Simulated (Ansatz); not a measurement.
Defect: interstitial C in silicon with all lengths changed by +1 %, neutral cell. These are PBE, PAW (plane waves to 420 eV; Ansatz, a first-principles code) values and carry that method's errors.

Settings: 64 host sites, the strained lattice (strain from the relaxed PBE one, atoms relaxed), a 2×2×2 k-point mesh shifted by half a step, smearing 0.01 eV, spin-restricted, no image-charge correction. Static, classical nuclei. The charge state is imposed; whether it is stable for some Fermi level was not computed. Sites that were not tried may lie lower.

Barriers: single points on a 3×3×3 k-point mesh shifted by half a step at the bands' geometries.

The step: a concerted move, in which C travels most. Atoms about the jump, Cartesian Å from the middle of the jump, before and after:

| atom | x0 | y0 | z0 | x1 | y1 | z1 |
|---|---|---|---|---|---|---|
| C1 | 0.14 | -0.14 | -0.69 | -0.14 | 0.14 | 0.69 |
| Si2 | -0.38 | 1.10 | 0.55 | -0.14 | 1.89 | 0.69 |
| Si3 | 1.89 | -0.14 | -0.69 | 1.10 | -0.38 | -0.55 |
| Si4 | -1.59 | -0.16 | 2.13 | -1.38 | -0.38 | 1.93 |
| Si5 | -0.38 | -1.38 | -1.93 | -0.16 | -1.59 | -2.13 |
| Si6 | -2.94 | -1.55 | 0.72 | -2.95 | -1.60 | 0.67 |
| Si7 | -1.60 | -2.95 | -0.67 | -1.55 | -2.94 | -0.72 |

Task: Predict the transition state.

Result: 
```tsv
atom	x	y	z
C1	-0.29	-0.28	0.00
Si2	-0.30	1.51	0.56
Si3	1.50	-0.30	-0.57
Si4	-1.33	-0.33	1.77
Si5	-0.32	-1.34	-1.79
Si6	-2.99	-1.60	0.67
Si7	-1.60	-2.98	-0.68
```
It lies 0.57 eV above the start and 0.57 eV above the end. The saddle point's order was not checked, and it lies on a symmetry element of the cell, where a band can be held.
